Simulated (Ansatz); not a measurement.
## Effect of x(Ca) = 0.25, 8 atoms, R-3m on MgO

Take MgO in the rock salt structure (space group Fm-3m, No. 225; a = 4.2141 Å) as the base.

The other end (x = 1) is CaO in the rock salt structure (space group Fm-3m, No. 225): 13.54 Å³/atom, gap 3.54 eV.

Now apply this change: a fraction x = 0.25 of the Mg sites is given to Ca, ordered in a cell of 8 atoms (starting symmetry R-3m) and fully relaxed.

Calculations: PBEsol, PAW, 420 eV (Ansatz, a quantum-chemistry and plane-wave program; spin-orbit coupling left out). k-mesh 12×12×12 (Γ-centred); smearing 0.05 eV (Fermi–Dirac), for the changed cell.

The volume per atom grows by 1.015 Å³ to 10.37 Å³ and the density decreases by 0.034 g/cm³ (3.58 g/cm³ → 3.54 g/cm³). The shortest interatomic distance goes up by 0.035 Å to 2.142 Å and the band gap decreases by 0.32 eV, from 4.62 eV to 4.30 eV. The gap character (in this cell's own zone, which can be folded) is still direct at Γ and the electron mass becomes 0.36 mₑ (at Γ) (base: 0.34 mₑ (at Γ)). The hole mass comes out as 0.37 mₑ along c, 2.4 mₑ across (at Γ) and the valence-band top at Γ (three highest levels, from the VBM) becomes 0.00, -0.11, -0.11 eV (base: 0.00, 0.00, 0.00 eV). The mixing energy amounts to +62 meV/atom and the deviation of the volume from the linear (Vegard-type) interpolation is -0.3 %. The bowing parameter b of this ordering, from Eg = [1−x] Eg[0] + x Eg[1] − b x [1−x], amounts to 0.3 eV and the mean first-shell distances comes out as Mg–O 2.145 Å (end compound 2.107 Å), Ca–O 2.294 Å (end compound 2.384 Å).

Final structure:

```yaml
crystal:
  lattice:
    - [1.54042, 0.88936, 10.09211]
    - [-1.54042, 0.88936, 10.09211]
    - [0.00000, -1.77872, 10.09211]
  atoms:
    - { symbol: O, position: [0.12696, 0.12696, 0.12696] }
    - { symbol: O, position: [0.38119, 0.38119, 0.38119] }
    - { symbol: O, position: [0.61881, 0.61881, 0.61881] }
    - { symbol: O, position: [0.87304, 0.87304, 0.87304] }
    - { symbol: Mg, position: [0.75392, 0.75392, 0.75392] }
    - { symbol: Ca, position: [0.00000, 0.00000, 0.00000] }
    - { symbol: Mg, position: [0.24608, 0.24608, 0.24608] }
    - { symbol: Mg, position: [0.50000, 0.50000, 0.50000] }
```

Each cell is one ordered arrangement of few atoms, which overstates ordering effects compared with a random alloy. Effective masses come from finite differences of ±0.01 Å⁻¹. Stability against distortions was not tested. Labels are those of the standard path for the cell's own space group.
